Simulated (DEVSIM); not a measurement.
System: Schottky contact on n-type GaN, at 300 K.

| layer (left to right) | material | thickness (μm) | Nd (cm⁻³) | τn (s) | τp (s) |
|---|---|---|---|---|---|
| 1 | GaN | 0.600 | 1.7e15 | 2.1e-9 | 2.1e-9 |

Left contact: Schottky, work function 4.96 eV, emission velocity 5.6e6 cm/s. Right contact: ohmic. Voltage is applied to the left contact. Recombination: SRH at mid-gap, Auger. Mobility is μmin + (μ − μmin)/(1 + (N/Nref)^α).

This is a model device: material constants are rounded textbook-type values typed into the input, and sizes, dopings and lifetimes were drawn at random. Values at 300 K.

```csv
parameter,GaN
gap (eV),3.43
affinity (eV),4.1
permittivity,9.5
Nc (cm⁻³),2.3e18
Nv (cm⁻³),4.6e19
μn (cm²/Vs),1200
μp (cm²/Vs),100
"μn,min",55
"μp,min",3
"Nref,n",2e17
"Nref,p",3e17
αn,1
αp,2
Cn (cm⁶/s),1e-30
Cp (cm⁶/s),1e-30
```

DEVSIM, 1D drift-diffusion, Boltzmann statistics, complete ionisation; no tunnelling, impact ionisation, image-force lowering or self-heating. Metal contacts follow the ideal Schottky-Mott rule: no Fermi-level pinning, no interface dipoles.

Problem. Tabulate band edges, carrier densities and field at zero bias.

Solution. Energies count from the Fermi level of the right contact; mesh points crowd at the junctions.

| x (μm) | Ec (eV) | Ev (eV) | n (cm⁻³) | p (cm⁻³) | field (V/cm) |
|---|---|---|---|---|---|
| 0.000 | 0.860 | -2.570 | 8200 | < 1e2 | -21000 |
| 0.006603 | 0.846 | -2.584 | 14000 | < 1e2 | -21000 |
| 0.01487 | 0.829 | -2.600 | 27000 | < 1e2 | -20000 |
| 0.02522 | 0.809 | -2.621 | 60000 | < 1e2 | -20000 |
| 0.04320 | 0.773 | -2.657 | 230000 | < 1e2 | -19000 |
| 0.06070 | 0.740 | -2.690 | 850000 | < 1e2 | -19000 |
| 0.07861 | 0.707 | -2.723 | 3100000 | < 1e2 | -18000 |
| 0.1153 | 0.642 | -2.788 | 3.7e7 | < 1e2 | -17000 |
| 0.1509 | 0.584 | -2.846 | 3.6e8 | < 1e2 | -16000 |
| 0.1956 | 0.516 | -2.914 | 5.0e9 | < 1e2 | -14000 |
| 0.2515 | 0.440 | -2.990 | 9.2e10 | < 1e2 | -13000 |
| 0.3347 | 0.347 | -3.083 | 3.5e12 | < 1e2 | -9900 |
| 0.3934 | 0.294 | -3.136 | 2.7e13 | < 1e2 | -8000 |
| 0.4403 | 0.260 | -3.170 | 1.0e14 | < 1e2 | -6600 |
| 0.4884 | 0.231 | -3.199 | 3.0e14 | < 1e2 | -5200 |
| 0.5162 | 0.218 | -3.212 | 5.0e14 | < 1e2 | -4500 |
| 0.5350 | 0.210 | -3.220 | 6.8e14 | < 1e2 | -4100 |
| 0.5534 | 0.203 | -3.227 | 9.0e14 | < 1e2 | -3800 |
| 0.5722 | 0.196 | -3.234 | 1.2e15 | < 1e2 | -3500 |
| 0.5831 | 0.192 | -3.238 | 1.4e15 | < 1e2 | -3400 |
| 0.5918 | 0.189 | -3.241 | 1.5e15 | < 1e2 | -3400 |
| 0.6000 | 0.186 | -3.244 | 1.7e15 | < 1e2 | -3400 |
